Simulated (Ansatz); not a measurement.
**A computed series for InP: response to strain**

Take InP in the zinc blende structure (space group F-43m, No. 216) as the base.

```yaml
crystal:
  lattice:
    - [0.00000, 2.91346, 2.91346]
    - [2.91346, 0.00000, 2.91346]
    - [2.91346, 2.91346, 0.00000]
  atoms:
    - { symbol: In, position: [0.00000, 0.00000, 0.00000] }
    - { symbol: P, position: [0.25000, 0.25000, 0.25000] }
```

Cartesian axes are those of the cell as printed.

Strains are applied to the cell and any free atomic positions relax; under biaxial strain the out-of-plane vector relaxes too.

Method: Ansatz (a quantum-chemistry and plane-wave program), LDA, PAW, cutoff 420 eV, spin-orbit coupling left out.

Notes on the quantities. energy relative to the base: free energy F.

| biaxial strain, plane normal [001], relaxed out of plane (%) | energy relative to the base (meV/atom) |
|---|---|
| -3 | 13.8 |
| -2.5 | 9.5 |
| -2 | ? |
| -1.5 | 3.4 |
| -1 | 1.5 |
| -0.5 | 0.4 |
| 0 | 0.0 |

### Question
Fit ΔE = Aε² + Bε³ (ε in %) to the rows shown and predict the withheld row.

### Answer
Least squares on the printed values gives A = 1.48 and B = -0.018 meV/atom (largest residual 0.0 meV/atom); this predicts 6.1 meV/atom, and the run gives 6.0 meV/atom, in agreement.

No phonon test of stability was made.
